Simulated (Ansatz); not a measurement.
Consider MgO in the rock salt structure (space group Fm-3m, No. 225; a = 4.159 Å). Axes: x, y, z lie along the cube axes.

Modification: biaxial strain −2.00 %, plane normal [001], relaxed out of plane (Cartesian); in-plane vectors clamped, the third vector and the atoms free.

The values are results of Kohn–Sham DFT with the LDA functional, run in Ansatz (an electronic-structure program) with PAW and 420 eV plane waves, no SOC, not measurements.

Task: Give the band edges at the high-symmetry points of the new zone, measured from its valence-band maximum.

Result: 
```tsv
point	valence edge (eV)	conduction edge (eV)
Γ	0.00	5.28
X	-1.44	8.84
P	-1.86	11.82
N	-0.74	8.12
M	-1.39	9.18
S	-1.18	10.45
S₀	-1.18	10.45
R	-2.03	11.47
G	-2.03	11.47
```

The gap is 5.28 eV, direct at Γ.

Stability against distortions was not tested. k-point labels follow each cell's own Brillouin zone.
